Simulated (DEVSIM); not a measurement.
System: Mo/Al2O3/SiO2/p-Si capacitor, at 250 K.

```csv
layer (left to right),material,thickness (nm),Na (cm⁻³)
1,Al2O3,24.0,-
2,SiO2,0.960,-
3,Si,6100,8.8e15
```

Metal gate on the left, work function 4.6 eV. Fixed charge at the semiconductor interface -3.75e11 cm⁻² (in units of +e); no interface traps.

This is a model device: material constants are rounded textbook-type values typed into the input, and sizes, dopings and lifetimes were drawn at random. Values at 300 K; Nc and Nv go as T^1.5, mobilities as T to minus their exponent, the gap by Varshni's rule with the affinity fixed.

```tsv
parameter	Al2O3	SiO2	Si
gap (eV)	6.8	9	1.124
affinity (eV)	1.35	0.9	4.05
permittivity	9	3.9	11.7
Nc (cm⁻³)	-	-	2.86e19
Nv (cm⁻³)	-	-	3.1e19
Varshni α (eV/K)	-	-	0.000473
Varshni β (K)	-	-	636
```

DEVSIM, 1D Poisson equation in equilibrium, Boltzmann statistics, complete ionisation; no quantum confinement or tunnelling. Metal contacts follow the ideal Schottky-Mott rule: no Fermi-level pinning, no interface dipoles.

Tabulate band edges, carrier densities and field at 0.2 V on the gate.

Energies count from the Fermi level of the right contact; mesh points crowd at the junctions.

| x (μm) | Ec (eV) | Ev (eV) | n (cm⁻³) | p (cm⁻³) | field (V/cm) |
|---|---|---|---|---|---|
| 0.000 | 3.050 | -3.750 | < 1e2 | < 1e2 | 110000 |
| 0.001838 | 3.071 | -3.729 | < 1e2 | < 1e2 | 110000 |
| 0.006070 | 3.118 | -3.682 | < 1e2 | < 1e2 | 110000 |
| 0.01520 | 3.221 | -3.579 | < 1e2 | < 1e2 | 110000 |
| 0.02213 | 3.299 | -3.501 | < 1e2 | < 1e2 | 110000 |
| 0.02399 | 3.320 | -3.480 | < 1e2 | < 1e2 | 170000 |
| 0.02464 | 3.787 | -5.213 | < 1e2 | < 1e2 | 260000 |
| 0.02670 | 0.650 | -0.486 | 1700000 | 3.7e9 | 28000 |
| 0.03154 | 0.663 | -0.473 | 920000 | 7.0e9 | 28000 |
| 0.04448 | 0.698 | -0.438 | 180000 | 3.5e10 | 26000 |
| 0.07722 | 0.776 | -0.360 | 5000 | 1.3e12 | 21000 |
| 0.2174 | 0.947 | -0.189 | < 1e2 | 3.6e15 | 4200 |
| 0.5412 | 0.966 | -0.170 | < 1e2 | 8.8e15 | ≈ 0 |
| 1.406 | 0.966 | -0.170 | < 1e2 | 8.8e15 | ≈ 0 |
| 4.228 | 0.966 | -0.170 | < 1e2 | 8.8e15 | ≈ 0 |
| 5.391 | 0.966 | -0.170 | < 1e2 | 8.8e15 | ≈ 0 |
| 5.851 | 0.966 | -0.170 | < 1e2 | 8.8e15 | ≈ 0 |
| 6.020 | 0.966 | -0.170 | < 1e2 | 8.8e15 | ≈ 0 |
| 6.098 | 0.966 | -0.170 | < 1e2 | 8.8e15 | ≈ 0 |
| 6.115 | 0.966 | -0.170 | < 1e2 | 8.8e15 | ≈ 0 |
| 6.122 | 0.966 | -0.170 | < 1e2 | 8.8e15 | ≈ 0 |
| 6.125 | 0.966 | -0.170 | < 1e2 | 8.8e15 | ≈ 0 |
